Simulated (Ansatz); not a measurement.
The starting structures come from a database of crystals and need not be the phases stable at ambient conditions.

The decay constant κ of evanescent states in the gap governs leakage through a thin film.

Given:

```
CELL_PARAMETERS angstrom
      7.07717     0.00000     0.00000
      0.00000    10.00863     0.00000
      3.53859     5.00432     3.53859
ATOMIC_POSITIONS crystal
  Al 0.25000 0.12500 0.50000
  Al 0.75000 0.12500 0.00000
  Al 0.75000 0.62500 0.50000
  Al 0.25000 0.12500 0.00000
  Zn 0.50000 0.75000 0.00000
  Zn 0.00000 0.50000 0.00000
  S  0.76876 0.88438 0.00000
  S  0.73124 0.36562 0.53752
  S  0.23124 0.88438 0.00000
  S  0.26876 0.90314 0.46248
  S  0.23124 0.34686 0.53752
  S  0.26876 0.36562 0.00000
  S  0.76876 0.88438 0.46248
  S  0.73124 0.36562 0.00000
```

Space group of this cell: Fd-3m, spinel. The cell is taken as given; by PBEsol its mean pressure is -0.9 GPa.

Transport runs along the normal of the first two printed cell vectors, the (110) plane of the conventional cell.

The gap is the functional's own, uncorrected, and κ follows it; spin-orbit coupling is left out. Mid-gap values are interpolated between the computed energies.

### Question
Give the band gap and the smallest decay constant κ at mid-gap that Ansatz (an electronic-structure program) with PBEsol yields.

### Answer
Gap 2.38 eV on a 8×8×8 mesh; κ = 0.168 1/Å, at the zone centre.
